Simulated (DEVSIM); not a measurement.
System: Au/SiO2/p-Ge capacitor, at 300 K.

```csv
layer (left to right),material,thickness (nm),Na (cm⁻³)
1,SiO2,0.840,-
2,Ge,6600,8.2e15
```

Metal gate on the left, work function 5.1 eV. Fixed charge at the semiconductor interface -6.8e10 cm⁻² (in units of +e); no interface traps.

The device is made up for the run: typed textbook-type constants, with dimensions and the other settings drawn at random. Values at 300 K.

| parameter | SiO2 | Ge |
|---|---|---|
| gap (eV) | 9 | 0.664 |
| affinity (eV) | 0.9 | 4 |
| permittivity | 3.9 | 16 |
| Nc (cm⁻³) | - | 1.04e19 |
| Nv (cm⁻³) | - | 6e18 |

Simulated with DEVSIM: 1D Poisson equation in equilibrium, Boltzmann statistics, complete ionisation; no quantum confinement or tunnelling. Metal contacts follow the ideal Schottky-Mott rule: no Fermi-level pinning, no interface dipoles.

**Question.** Tabulate band edges, carrier densities and field at 0.85 V on the gate.

**Answer.** Energies count from the Fermi level of the right contact; mesh points crowd at the junctions.

```csv
x (μm),Ec (eV),Ev (eV),n (cm⁻³),p (cm⁻³),field (V/cm)
0.000,3.350,-5.650,< 1e2,< 1e2,110000
0.0005003,3.356,-5.644,< 1e2,< 1e2,110000
0.001308,0.260,-0.404,4.4e14,9.9e11,20000
0.003112,0.264,-0.400,3.9e14,1.1e12,20000
0.008851,0.275,-0.389,2.5e14,1.7e12,19000
0.01901,0.294,-0.370,1.2e14,3.6e12,18000
0.04042,0.330,-0.334,3.0e13,1.5e13,16000
0.1085,0.418,-0.246,1.0e12,4.3e14,9800
0.2291,0.482,-0.182,8.4e10,5.2e15,2100
0.4832,0.493,-0.171,5.4e10,8.2e15,20
1.019,0.493,-0.171,5.3e10,8.2e15,≈ 0
2.723,0.493,-0.171,5.3e10,8.2e15,≈ 0
4.683,0.493,-0.171,5.3e10,8.2e15,≈ 0
5.691,0.493,-0.171,5.3e10,8.2e15,≈ 0
6.261,0.493,-0.171,5.3e10,8.2e15,≈ 0
6.440,0.493,-0.171,5.3e10,8.2e15,≈ 0
6.525,0.493,-0.171,5.3e10,8.2e15,≈ 0
6.566,0.493,-0.171,5.3e10,8.2e15,≈ 0
6.588,0.493,-0.171,5.3e10,8.2e15,≈ 0
6.596,0.493,-0.171,5.3e10,8.2e15,≈ 0
6.599,0.493,-0.171,5.3e10,8.2e15,≈ 0
6.601,0.493,-0.171,5.3e10,8.2e15,≈ 0
```
